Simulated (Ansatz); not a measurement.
**VSb in the zinc blende structure (space group F-43m, No. 216; ferromagnetic; a hypothetical phase, not in the database extracts checked)**

VSb is taken in the cubic space group F-43m (No. 216), the zinc blende structure, Pearson symbol cF8. Cell: a = 6.208 Å, b = 6.208 Å, c = 6.208 Å, α = 90.00°, β = 90.00°, γ = 90.00°. Sb on 4c sees 4 V at 2.688 Å (tetrahedral). V on 4a has 4 Sb at 2.688 Å (tetrahedral). (Neighbours: up to the widest gap in distance over summed covalent radii, below 1.35, at either atom; cation-cation and far metal-metal contacts left out.)
(The calculation used a cell of 2 atoms; values per cell refer to that cell.)

Calculations: Ansatz (an electronic-structure program) r2SCAN, spin-orbit coupling left out. Γ-centred 13×13×13 mesh, Fermi–Dirac width 0.05 eV.

| Item | Result |
|---|---|
| Volume per atom | 29.91 Å³ |
| Density | 4.79 g/cm³ |
| Band gap | zero |
| Magnetic state | ferromagnetic |
| Total energy | -4707.745 eV/atom (σ→0; compares only within this code and set-up) |

The magnetic state is the one reached from the starting moments; the real material's order can differ, and small cells can't hold many antiferromagnetic ones. With Sb present, leaving out spin-orbit coupling can change the band edges. Whether these cells are dynamically stable was not tested.
